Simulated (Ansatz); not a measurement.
Here is the system:

```yaml
crystal:
  lattice:
    - [4.40226, 0.00000, 0.00000]
    - [0.00000, 4.40226, 0.00000]
    - [2.20113, -2.20113, 3.11287]
  atoms:
    - { symbol: Ba, position: [0.00000, 0.00000, 0.00000] }
    - { symbol: F, position: [0.75000, 0.75000, 0.50000] }
    - { symbol: F, position: [0.25000, 0.25000, 0.50000] }
```

The cell is taken as given; by r2SCAN it stands under a pressure of -0.9 GPa.

Transport runs along the normal of the first two printed cell vectors, the (001) plane of the conventional cell.

The gap is the functional's own, uncorrected, and κ follows it; spin-orbit coupling is left out. Mid-gap means the computed energy nearest the middle.

Q: Compute, with r2SCAN (Ansatz, an electronic-structure program), the band gap and the smallest decay constant κ at mid-gap.

A: Gap 7.35 eV on a 10×10×10 mesh; κ = 0.545 1/Å, at the zone centre.
